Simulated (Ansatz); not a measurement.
Slab thickness and the (111) surface of ScAl3: the same face, mesh and vacuum, all atoms relaxed in the 1x1 cell under the symmetry of the ideal cut; the real face may buckle or reconstruct.

Level of theory: PBE (plane waves to 420 eV, PAW; Ansatz, an electronic-structure program).

```
atoms  thickness (Å)  γ (J/m²)  work function, top face (eV)                              rough cost
-----  -------------  --------  ----------------------------  --------------------------------------
8                2.5         …                             …  about 90 core-seconds (a rough figure)
12               5.0         …                             …  about 80 core-seconds (a rough figure)
16               7.4      1.25                          4.25                roughly 120 core-seconds
24              12.2      1.23                          4.29                  roughly 5 core-minutes
28              14.5      1.22                             …           around 6 core-minutes (rough)
```

Q: Fill in the missing entries.

A: 
- 8, γ (J/m²): 1.30
- 8, work function, top face (eV): 4.03
- 12, γ (J/m²): 1.26
- 12, work function, top face (eV): 4.21
- 28, work function, top face (eV): 4.27
